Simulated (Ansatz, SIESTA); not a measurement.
# Code comparison for CaNiN (P1, 6 atoms in the cell)

Self-consistent single point, at a second geometry (atoms moved at random). First geometry:

```
CaNiN
1.0
    3.53658     0.00000     0.00000
    0.00000     3.53658     0.00000
    0.00000     0.00000     7.04670
Ca Ni N
2 2 2
Direct
  0.00000   0.00000   0.75000
  0.00000   0.00000   0.25000
  0.50000   0.50000   0.00000
  0.50000   0.50000   0.50000
  0.50000   0.00000   0.50000
  0.00000   0.50000   0.00000
```
Moments meant for the start (each program seeds them in its own way; μB, in the order of the atoms Ca Ca Ni Ni N N): 0.0 0.0 2.0 2.0 0.0 0.0.

Second geometry:
```yaml
crystal:
  lattice:
    - [3.53658, 0.00000, 0.00000]
    - [0.00000, 3.53658, 0.00000]
    - [0.00000, 0.00000, 7.04670]
  atoms:
    - { symbol: Ca, position: [0.02687, 0.01623, 0.74312] }
    - { symbol: Ca, position: [0.99658, 0.00754, 0.25016] }
    - { symbol: Ni, position: [0.49832, 0.49822, 0.00135], spin: 2.0 }
    - { symbol: Ni, position: [0.47728, 0.50067, 0.51009], spin: 2.0 }
    - { symbol: N, position: [0.51882, 0.00280, 0.50228] }
    - { symbol: N, position: [0.98213, 0.47453, 0.99302] }
```
(The spins are starting values, not results.)

Shared settings, as Ansatz (a first-principles code) writes them: kpoints.mp_grid.grid = 6 6 3; scf.occupations.method = gaussian; scf.occupations.width = 0.136 eV. Potentials and cutoffs stand in the table.

| code | model | ΔF from the first geometry (meV/atom) | pressure (GPa) | largest force (eV/Å) | size of the net moment (μB/atom) | cutoff |
|---|---|---|---|---|---|---|
| Ansatz | PBEsol, PAW files made with PBE | 40.9 | -2.21 | 1.922 | 0.07 | 420 eV |
| SIESTA | GGA PBEsol, numerical atomic orbitals TZP, PseudoDojo PBEsol standard norm-conserving potentials (rewritten from UPF to PSML) | 54.3 | 2.68 | 2.173 | 0.07 | grid 350 Ry |

Size of the force on each atom (eV/Å): Sizes of forces hide their directions.

```json
[
 {"code": "Ansatz", "Ca1": "0.678", "Ca2": "0.234", "Ni3": "1.599", "Ni4": "1.370", "N5": "0.940", "N6": "1.922"},
 {"code": "SIESTA", "Ca1": "1.280", "Ca2": "0.431", "Ni3": "1.602", "Ni4": "1.764", "N5": "0.984", "N6": "2.173"}
]
```

On Ansatz's run: the moments shrank to a small part of their start, a low-spin state that need not be the lowest.

The spread over the programs that give each value: ΔF from the first geometry within 13.4 meV/atom; pressure within 4.89 GPa; largest force within 0.251 eV/Å; size of the net moment within 0.00 μB/atom.

SIESTA uses small atom-centred bases, whose incompleteness enters pressures, forces and empty levels differently from a plane-wave cutoff. Ansatz's pressure is given at a fixed set of plane waves, as the other plane-wave codes print theirs; with its correction for the finite basis it is -2.06 GPa.

The starting cell comes from a database of computed structures (which also holds hypothetical and non-ambient phases and stackings), without a prior relaxation at this level. For this run, on top of that: atoms moved at random.

Keys are those of Ansatz 0.2.
